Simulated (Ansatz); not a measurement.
# PBE against r2SCAN: C, pressure 4.2 GPa

Consider C in the diamond structure (space group Fd-3m, No. 227; a = 3.572 Å).

(Cell as relaxed with PBE.)

Levels (all Ansatz, a first-principles code, PAW, earlier PAW set): PBE (420 eV, no spin-orbit coupling); r2SCAN (500 eV, spin-orbit coupling left out).

Each level relaxes its own structure.

| base | PBE | r2SCAN |
|---|---|---|
| volume per atom | 5.70 Å³ | 5.64 Å³ |
| lattice parameter a | 3.572 Å | 3.560 Å |
| band gap | 4.13 eV | 4.36 eV |

One thing is altered: a hydrostatic pressure of 4.2 GPa.

| quantity | PBE | r2SCAN |
|---|---|---|
| lattice parameter a | 3.560 Å | ___ |
| band gap | 4.15 eV | ___ |
| smallest direct gap | 5.61 eV | ___ |
| hole mass (degenerate bands, along [100]) | 0.29, 0.29, 0.52 mₑ (at Γ) | ___ |

Question: What does r2SCAN give?

Answer: 
- lattice parameter a, r2SCAN: 3.549 Å
- band gap, r2SCAN: 4.38 eV
- smallest direct gap, r2SCAN: 5.92 eV
- hole mass (degenerate bands, along [100]), r2SCAN: 0.28, 0.28, 0.47 mₑ (at Γ)

PBE's lattice parameter a lies 0.011 Å above r2SCAN's (0.3 %); PBE's band gap lies 0.23 eV below r2SCAN's; PBE's smallest direct gap lies 0.31 eV below r2SCAN's. Neither level is exact; r2SCAN is the comparison here, not a measurement.

Load acts through the strain it causes; cell and atoms are relaxed under it. Masses are band curvatures over ±0.01 Å⁻¹ around the edge. Stability against distortions was not tested.
